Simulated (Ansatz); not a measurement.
Mo2InC (model structure, started from the MAX type, P6₃/mmc, No. 194, 8 atoms in the cell), treated with LDA (PAW; Ansatz, an electronic-structure program).

Run with plane-wave cutoff 520 eV, 24×24×4 k mesh (along the axes of the cell as run), Fermi–Dirac smearing 0.05 eV, no spin polarisation, scalar-relativistic PAW data made under PBE.

Cell (relaxed at this level):

Space group P6₃/mmc (No. 194); a = b = 3.0729 Å, c = 13.7487 Å, α = β = 90.00°, γ = 120.00°

| atom | site | symmetry | x | y | z |
|---|---|---|---|---|---|
| In | 2d | -6m2 | 0.6667 | 0.3333 | 0.2500 |
| Mo | 4f | 3m. | 0.3333 | 0.6667 | 0.0811 |
| C | 2a | -3m. | 0.0000 | 0.0000 | 0.0000 |

### Question
Give the computed bulk modulus B0.

### Answer

- bulk modulus B0: 195 GPa

Note: the run has no spin polarisation, so it can have missed a magnetic state; the bulk modulus is −V dP/dV from two relaxed cells at ±2 % in volume; the relaxation could raise the start's symmetry but not lower it, so the cell can be a saddle point.

Spin–orbit coupling is not included; it can open a gap where bands touch, and shift volumes and moduli.

The computed numbers hold no vibrational or temperature effects.

It cost roughly 10 core-minutes of CPU time.

A model structure was made by putting elements into a prototype or built by hand; it is no filed structure, need not be a known phase, and can be a saddle point held by its symmetry.
